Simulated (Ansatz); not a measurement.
ZnO (P6_3mc) under hydrostatic pressure (compression positive): band gap by r2SCAN with spin-orbit coupling, rigid bands (plane waves, PAW; Ansatz, an electronic-structure program). The unloaded cell, whose axes the loads refer to:

```xyz
4
Lattice="3.2299 0.0000 0.0000 -1.6150 2.7972 0.0000 0.0000 0.0000 5.2147" Properties=species:S:1:pos:R:3 pbc="T T T"
Zn     0.0000     1.8648    -0.0102
Zn     1.6150     0.9324     2.5972
O      0.0000     1.8648     1.9657
O      1.6150     0.9324     4.5730
```

```json
[
 {"hydrostatic pressure (compression positive) (GPa)": "-6.6", "volume per atom (Å³)": "12.39", "band gap (eV)": "1.15"},
 {"hydrostatic pressure (compression positive) (GPa)": "-4.4", "volume per atom (Å³)": "12.17", "band gap (eV)": "1.17"},
 {"hydrostatic pressure (compression positive) (GPa)": "-2.2", "volume per atom (Å³)": "11.96", "band gap (eV)": "1.20"},
 {"hydrostatic pressure (compression positive) (GPa)": "0", "volume per atom (Å³)": "11.78", "band gap (eV)": "?"},
 {"hydrostatic pressure (compression positive) (GPa)": "2.2", "volume per atom (Å³)": "11.61", "band gap (eV)": "1.24"},
 {"hydrostatic pressure (compression positive) (GPa)": "4.4", "volume per atom (Å³)": "11.45", "band gap (eV)": "1.26"},
 {"hydrostatic pressure (compression positive) (GPa)": "8.8", "volume per atom (Å³)": "11.16", "band gap (eV)": "1.30"},
 {"hydrostatic pressure (compression positive) (GPa)": "13.2", "volume per atom (Å³)": "10.91", "band gap (eV)": "1.33"}
]
```

### Question
Fit a straight line to band gap against the load over the rows given, and predict the row at 0 GPa.

### Answer
The means are x̄ = 2.200 GPa and ȳ = 1.2357; Σ(x − x̄)(y − ȳ) = 2.860 and Σ(x − x̄)² = 309.8, so the slope is 9.23 meV per GPa, and the rows given lie within 7.3 meV of the line. At 0 GPa the line gives 1.22 eV; the calculation gives 1.22 eV, 0.38 % from it.

### Question
With all rows, what volume deformation potential dE_g/d ln V follows?

### Answer
A line through E_g against ln V has the slope -1.4 eV, so the gap opens under compression.

 Stresses and pressures are the targets of the relaxation. Gaps are resolved to about 0.01 eV. The structure type is held at every load. Geometry: cell and atoms relaxed with PBEsol.
